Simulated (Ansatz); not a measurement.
TaSi2 (P6₂22, No. 180) was calculated with PBE in Ansatz (PAW).

Run with plane-wave cutoff 500 eV, scalar-relativistic PAW data made under PBE.

Computed at the level's own relaxed cell.

**Question.** What does this level give for the equilibrium volume per atom, equilibrium lattice constant a and c axis length?

**Answer.** 
- equilibrium volume per atom: 14.66 Å³/atom
- equilibrium lattice constant a: 4.805 Å
- c axis length: 6.598 Å

Spin–orbit coupling is not included.

Static lattice: no zero-point or thermal effects.

Ansatz is an electronic-structure program.
